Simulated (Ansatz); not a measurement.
```yaml
crystal:
  lattice:
    - [0.00000, 3.27768, 3.27768]
    - [3.27768, 0.00000, 3.27768]
    - [3.27768, 3.27768, 0.00000]
  atoms:
    - { symbol: Mg, position: [0.25000, 0.25000, 0.25000] }
    - { symbol: Mg, position: [0.75000, 0.75000, 0.75000] }
    - { symbol: Ge, position: [0.00000, 0.00000, 0.00000] }
```

No spin polarisation.

Method: plane-wave PAW DFT at the PBEsol level (Ansatz, an electronic-structure program, 420 eV), no spin-orbit coupling. Γ-centred 13×13×13 mesh, Fermi–Dirac width 0.05 eV.

Task: Predict the gap character, electron mass and band gap.

Result: 
* **Gap character**: indirect, Γ → X
* **Electron mass**: 0.55 mₑ along k, 0.19 mₑ across (at X)
* **Band gap**: 0.16 eV

The cells carry an imposed strain or load. Effective masses come from finite differences of ±0.01 Å⁻¹. Along k means along the line from Γ to the band edge. No phonon test of stability was made. The cell was made from Mg$_{2}$Ge in the anti-fluorite structure (space group Fm-3m, No. 225) by this change: isotropic strain +3.00 %. A zero or small gap of Mg2Ge can be the functional's error rather than a property of the material.
